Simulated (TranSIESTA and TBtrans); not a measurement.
Run with TranSIESTA and TBtrans (open boundaries, self-consistent; PseudoDojo norm-conserving potentials, scalar-relativistic): PAO.BasisSize DZP, PAO.EnergyShift 0.15 eV, XC.Authors PBE, Mesh.Cutoff 200 Ry, ElectronicTemperature 300 K, TS.Voltage 0.0 eV, TBT.Elecs.Eta 0.001 eV, no spin polarisation.

Junction: Si chain with a F atom beside one bond. Leads: straight Si chain, spacing 2.25 Å. Geometry: 3 atoms about the centre moved by SIESTA (PBE, DZP) to a largest force of 0.03 eV/Å, all others as built.

### Question
Predict: conductance at 300 K (G0 = 2e²/h); mean T from −0.5 to 0.5 eV.

### Answer
conductance at 300 K (G0 = 2e²/h): 2.09; mean T from −0.5 to 0.5 eV: 2.06. The straight chain is held at its spacing; free chains may zigzag or dimerise. No spin-polarised start was tried, so a magnetic state, if there is one, is missed.
